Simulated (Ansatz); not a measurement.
BP (I-4m2), r2SCAN with spin-orbit coupling, rigid bands (Ansatz, a first-principles code): Condition of this run: biaxial stress in (001) of 12 GPa (compression positive) (the target of the relaxation). band gap 0.98 eV, N_c = 2.75e19 cm⁻³ and N_v = 1.14e19 cm⁻³ at 300 K, conductivity masses along z (a = (0.00, 2.20, 2.29) Å; b = (2.20, 0.00, 2.29) Å; c = (2.20, 2.20, 0.00) Å) of 0.237 mₑ (electrons) and 0.251 mₑ (holes). Take k_BT = 0.02585 eV.

Q: Find the intrinsic carrier density and the intrinsic Fermi level.

A: n_i = √(N_c N_v) exp(−E_g/2k_BT) = 1.77e19 × exp(−18.95) = 1.0e11 cm⁻³. The level lies (k_BT/2) ln(N_v/N_c) = -11 meV from mid-gap (positive towards the conduction band). Each 0.1 eV added to the gap lowers n_i by a factor of 6.9.

Q: What built-in voltage has an abrupt junction with N_A = 1e16 and N_D = 1e17 cm⁻³, all dopants ionised?

A: V_bi = E_g/e − (k_BT/e) ln(N_c N_v/(N_A N_D)) = 0.98 − 0.02585 × 12.66 = 0.65 V. It follows the computed gap one for one.

Q: What thermal injection velocity √(2k_BT/πm) limits a ballistic channel along the direction named?

A: 1.11e7 cm/s for electrons and 1.07e7 cm/s for holes, a ratio of √(m_h/m_e) = 1.03, for dilute carriers.

Rigid, parabolic bands with the computed gap; masses take one relaxation time for all states. Geometry: cell and atoms relaxed with PBEsol.
